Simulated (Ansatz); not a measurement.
## GaN (model structure, started from the MgO type, Pm-3n, No. 223, 12 atoms in the cell)

The numbers are results of PBEsol in Ansatz (PAW), not measurements.

Settings: plane-wave cutoff 520 eV, 6×6×6 k mesh, Fermi–Dirac smearing 0.01 eV, scalar-relativistic PAW data made under PBE.

Cell (relaxed at this level):

```cif
data_Ga6N6
_chemical_formula_sum 'Ga6 N6'
_space_group_name_H-M_alt 'P 1'
_space_group_IT_number 1
_cell_length_a 5.51305
_cell_length_b 5.51305
_cell_length_c 5.51305
_cell_angle_alpha 90.000
_cell_angle_beta 90.000
_cell_angle_gamma 90.000
loop_
_space_group_symop_operation_xyz
  'x, y, z'
loop_
_atom_site_label
_atom_site_type_symbol
_atom_site_fract_x
_atom_site_fract_y
_atom_site_fract_z
_atom_site_occupancy
Ga1 Ga 0.25000 0.00000 0.50000 1
Ga2 Ga 0.75000 0.00000 0.50000 1
Ga3 Ga 0.50000 0.75000 0.00000 1
Ga4 Ga 0.50000 0.25000 0.00000 1
Ga5 Ga 0.00000 0.50000 0.75000 1
Ga6 Ga 0.00000 0.50000 0.25000 1
N1 N 0.25000 0.50000 0.00000 1
N2 N 0.75000 0.50000 0.00000 1
N3 N 0.00000 0.75000 0.50000 1
N4 N 0.00000 0.25000 0.50000 1
N5 N 0.50000 0.00000 0.75000 1
N6 N 0.50000 0.00000 0.25000 1
```

```
Quantity                        Value
--------  ---------------------------
band gap  1.56 eV (on the SCF k mesh)
```

Note: the relaxation could raise the start's symmetry but not lower it, so the cell can be a saddle point.

Spin–orbit coupling is not included.

The computed numbers hold no vibrational or temperature effects.

Cost on a shared machine: about 2.7 core-minutes (a rough figure).

A model structure was made by putting elements into a prototype or built by hand; it is no filed structure, need not be a known phase, and can be a saddle point held by its symmetry.

Ansatz is a program for electronic structure.
